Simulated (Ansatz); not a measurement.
The structure below was relaxed with r2SCAN, PAW, 500 eV (Ansatz, a first-principles code; no SOC), at pressure 30 GPa.

Space group F-43m (No. 216); a = b = c = 5.4321 Å, α = β = γ = 90.00°

| atom | site | symmetry | x | y | z |
|---|---|---|---|---|---|
| Cu | 4a | -43m | 0.0000 | 0.0000 | 0.0000 |
| I | 4d | -43m | 0.7500 | 0.7500 | 0.7500 |

Task: Write out a cell with all atoms.

Result: 
```cif
data_Cu4I4
_chemical_formula_sum 'Cu4 I4'
_space_group_name_H-M_alt 'P 1'
_space_group_IT_number 1
_cell_length_a 5.43207
_cell_length_b 5.43207
_cell_length_c 5.43207
_cell_angle_alpha 90.000
_cell_angle_beta 90.000
_cell_angle_gamma 90.000
loop_
_space_group_symop_operation_xyz
  'x, y, z'
loop_
_atom_site_label
_atom_site_type_symbol
_atom_site_fract_x
_atom_site_fract_y
_atom_site_fract_z
_atom_site_occupancy
Cu1 Cu 0.00000 0.00000 0.00000 1
I1 I 0.25000 0.25000 0.75000 1
Cu2 Cu 0.00000 0.50000 0.50000 1
I2 I 0.25000 0.75000 0.25000 1
Cu3 Cu 0.50000 0.00000 0.50000 1
I3 I 0.75000 0.25000 0.25000 1
Cu4 Cu 0.50000 0.50000 0.00000 1
I4 I 0.75000 0.75000 0.75000 1
```
This is the conventional cell.

Load acts through the strain it causes; cell and atoms are relaxed under it. Stability against distortions was not tested. Tetrahedral semiconductors of this kind turn to denser phases somewhere between about 1 and 50 GPa; those were not computed, so compressed cells here can lie past the real transition. All final runs are without spin polarisation. The cell was made from CuI in the zinc blende structure (space group F-43m, No. 216) by this change: pressure 30 GPa.
